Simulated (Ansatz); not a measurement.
In a free linear chain of Cs atoms, spin-degenerate bands cross the Fermi level once between Γ and the zone edge.

Calculation: PBE (plane waves to 420 eV, PAW; Ansatz, an electronic-structure program). Mesh 1×1×32. No spin polarisation, so a magnetic state wasn't tested. It repeats along c; a and b span vacuum. A hypothetical model. Only distortions within the start's symmetry and period were free. Pairing along the axis, which can open a gap, is among the distortions not tried.

### Question
What are the conductance and the two-terminal resistance of a perfect, endless piece?

### Answer
Each crossing on the half of the zone with k > 0 has a partner at −k, so it gives one mode in each direction. Counting spin there are 2 modes, each carrying e²/h = 38.74 μS. G = 2 × 38.74 = 77.5 μS and R = 1/G = 12.91 kΩ, whatever the length. Scattering by phonons, roughness and contacts can only raise R.
